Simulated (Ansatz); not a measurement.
Input:

```yaml
crystal:
  lattice:
    - [0.04639, 3.24436, 3.24436]
    - [3.24436, 0.04639, 3.24436]
    - [3.29075, 3.29075, 0.00000]
  atoms:
    - { symbol: Cd, position: [0.00289, 0.00289, 0.99711] }
    - { symbol: Te, position: [0.24711, 0.24711, 0.25289] }
```

No spin polarisation.

The values are results of PBEsol (Ansatz, a quantum-chemistry and plane-wave program), scalar-relativistic without spin-orbit coupling, not measurements. k-mesh 9×9×9 (Γ-centred); smearing 0.05 eV (Fermi–Dirac).

Problem. Predict the pressure, band gap and valence-band top at Γ.

Solution. The pressure (mean of the normal stresses, compression positive) is 0.01 GPa, the band gap is 0.57 eV and the valence-band top at Γ (three highest levels, from the VBM) is 0.00, -0.08, -0.15 eV.

Spin-orbit coupling, missing from the scalar runs, can matter with Te. The cells carry an imposed strain or load. Stability against distortions was not tested. The cell was made from CdTe in the zinc blende structure (space group F-43m, No. 216) by this change: tensor shear ε_xy = +1.43 %.
